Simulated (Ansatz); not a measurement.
Effect of pressure −2 GPa on SrCl2

The parent structure is SrCl$_{2}$ in the fluorite structure (space group Fm-3m, No. 225; a = 7.041 Å).

The change: hydrostatic tension (pressure −2 GPa).

All numbers come from DFT with PBE, PAW potentials and a 420 eV plane-wave cutoff in Ansatz (a program for electronic structure), scalar-relativistic without spin-orbit coupling. Settings: 8×8×8 k-points, 0.05 eV Fermi–Dirac smearing.

| quantity | base | changed | shift |
|---|---|---|---|
| density | 3.02 g/cm³ | 2.82 g/cm³ | -0.20 g/cm³ |
| lattice parameter a | 7.041 Å | 7.204 Å | +0.163 Å |
| shortest interatomic distance | 3.049 Å | 3.120 Å | +0.071 Å |
| enthalpy H = E + PV relative to the base's energy | – | -0.38 eV/atom | – |
| band gap | 5.24 eV | 4.98 eV | -0.26 eV |
| gap character | indirect, X → Γ | indirect, X → Γ | – |
| smallest direct gap | 5.52 eV | 5.27 eV | -0.244 eV |
| mean gap deformation potential ΔEg/Δln V | – | -3.8 eV | – |
| width of the top valence band | 1.01 eV | 0.92 eV | -0.09 eV |
| electron mass | 0.38 mₑ (at Γ) | 0.39 mₑ (at Γ) | – |

Cost of the whole job for the changed cell (relaxation, final SCF and bands): around 22 core-seconds (rough).

Load acts through the strain it causes; cell and atoms are relaxed under it. Effective masses come from finite differences of ±0.01 Å⁻¹. Stability against distortions was not tested.
